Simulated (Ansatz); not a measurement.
**InAgTe2 with two functionals, biaxial strain −2.80 %, plane normal [001], relaxed out of plane**

Consider InAgTe2 in the chalcopyrite structure (space group I-42d, No. 122; a = 6.569 Å, c = 13.003 Å). Axes: x, y, z lie along a, b, c of the conventional cell.

(Cell as relaxed with PBE.)

Levels (all Ansatz, a first-principles code, PAW): PBE (420 eV, no spin-orbit coupling); PBEsol (420 eV, spin-orbit coupling left out).

Each level relaxes its own structure.

```tsv
base	PBE	PBEsol
volume per atom	35.07 Å³	33.00 Å³
lattice parameter a	656.9 pm	643.1 pm
```

It is then changed as follows: biaxial strain −2.80 %, plane normal [001], relaxed out of plane (Cartesian); in-plane vectors clamped, the third vector and the atoms free.

```csv
quantity,PBE,PBEsol
"pressure (mean of the normal stresses, compression positive)",0.7 GPa,0.8 GPa
energy relative to the base (free energy F),+6.8 meV/atom,+7.0 meV/atom
volume per atom,34.34 Å³,32.38 Å³
```

PBE's volume per atom lies 1.96 Å³ above PBEsol's (6.1 %). Neither level is exact; PBEsol is the comparison here, not a measurement.

Stability against distortions was not tested. The final runs are not spin-polarised.
